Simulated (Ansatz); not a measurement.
The reference is SrTiO$_{3}$ in the cubic perovskite structure (space group Pm-3m, No. 221; a = 3.907 Å). Axes: x, y, z lie along the cube axes.

Computed with DFT with r2SCAN, PAW potentials and a 500 eV plane-wave cutoff in Ansatz (a quantum-chemistry and plane-wave program), scalar-relativistic without spin-orbit coupling.

A first run, uniaxial strain ε_zz = +1.08 %, gives secant values C11 ≈ 330 GPa and C12 ≈ 100 GPa from its stress. A second run applies uniaxial stress, 8 GPa compression along x.

**Question.** What does linear elasticity predict for Young's modulus in the second run, and what does the run give?

**Answer.** Linear elasticity: (C11 − C12)(C11 + 2 C12)/(C11 + C12) = 280 GPa. The run gives 340 GPa; any difference comes from nonlinear terms at these strains and numerical noise.

Stability under load was not tested beyond the relaxation. All final runs are without spin polarisation. Many cubic perovskites are stable only at high temperature; tilts and polar distortions were not tested.
